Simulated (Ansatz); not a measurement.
The structure below was relaxed with DFT with PBE, PAW potentials and a 420 eV plane-wave cutoff in Ansatz (an electronic-structure program), without spin-orbit coupling.

```yaml
crystal:
  lattice:
    - [6.22973, 0.00000, 0.00000]
    - [-3.11487, 5.39511, 0.00000]
    - [0.00000, 0.00000, 5.06923]
  atoms:
    - { symbol: Ta, position: [0.82052, 0.17948, 0.00000] }
    - { symbol: Ta, position: [0.35896, 0.17948, 0.00000] }
    - { symbol: Ta, position: [0.33333, 0.66667, 0.00000] }
    - { symbol: Ta, position: [0.82052, 0.64104, 0.00000] }
    - { symbol: Lu, position: [0.16640, 0.33279, 0.50000] }
    - { symbol: Ta, position: [0.66667, 0.33333, 0.50000] }
    - { symbol: Lu, position: [0.66721, 0.83360, 0.50000] }
    - { symbol: Lu, position: [0.16640, 0.83360, 0.50000] }
```

Problem. Find the space group and the Wyckoff positions.

Solution. Space group P-6m2 (No. 187); a = b = 6.2297 Å, c = 5.0692 Å, α = β = 90.00°, γ = 120.00°

```
atom  site  symmetry       x       y       z
----  ----  --------  ------  ------  ------
Ta      3j       mm2  0.3590  0.1795  0.0000
Ta      1c      -6m2  0.3333  0.6667  0.0000
Lu      3k       mm2  0.1664  0.3328  0.5000
Ta      1f      -6m2  0.6667  0.3333  0.5000
```

Problem. Describe the coordination.

Solution. The crystal has 8 atoms in its conventional cell. Cell: a = b = 6.2297 Å, c = 5.0692 Å, α = β = 90.00°, γ = 120.00°. Ta1 sees 2 Ta at 2.875 Å and 4 Ta at 3.030–3.118 Å and 2 Ta at 3.354 Å and 4 Lu at 3.150 Å (anticuboctahedral). Ta2 sees 6 Lu at 3.109 Å and 6 Ta at 3.118 Å (anticuboctahedral). Lu is surrounded by 8 Ta at 3.109–3.150 Å and 4 Lu at 3.110–3.120 Å (anticuboctahedral). Ta3 has 6 Ta at 3.030 Å and 6 Lu at 3.115 Å (anticuboctahedral). (Neighbours: up to the widest gap in distance over summed covalent radii, below 1.35, at either atom.)

These are small ordered cells, not random alloys; other orderings at the same x differ. No phonon test of stability was made. The final runs are not spin-polarised. The cell was made from Lu by this change: x(Ta) = 0.625, 8 atoms, P-6m2.
